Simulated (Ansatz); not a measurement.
Defect: interstitial O in rutile TiO2, charge state -2. Level of theory: PBE, PAW (plane waves to 420 eV; Ansatz, an electronic-structure program).

Settings: 72 host sites, the relaxed PBE lattice, one k-point at (0.250, 0.250, 0.250), smearing 0.01 eV, spin-restricted, no image-charge correction. Static, classical nuclei. The charge state is imposed; whether it is stable for some Fermi level was not computed. Sites that were not tried may lie lower.

Barriers: single points on a 2×2×2 k-point mesh shifted by half a step at the bands' geometries.

A. a concerted move, in which O travels most; the atom moves 2.21 Å along (0.34, -0.34, 0.00) of the unit cell; the moving atom starts with neighbours O at 2.12, 2 O at 2.31, O at 2.49, 2 O at 2.61; Ti at 2.03, 2 Ti at 2.07, Ti at 2.12 Å and ends with O at 2.12, 2 O at 2.31, O at 2.49, 2 O at 2.61; Ti at 2.03, 2 Ti at 2.07, Ti at 2.12 Å; saddle order not checked.
B. a concerted move, in which O travels most; the atom moves 1.09 Å along (0.01, 0.17, -0.25) of the unit cell; the moving atom starts with neighbours O at 2.12, 2 O at 2.31, O at 2.49, 2 O at 2.61, O at 2.65; Ti at 2.04, 2 Ti at 2.07, Ti at 2.12 Å and ends with 4 O at 2.27; Ti at 2.09, 2 Ti at 2.10, Ti at 2.11 Å; saddle order not checked.

### Question
Rank these by forward barrier (lowest first), as PBE, PAW gives it.

### Answer
B (0.51 eV), A (1.03 eV)
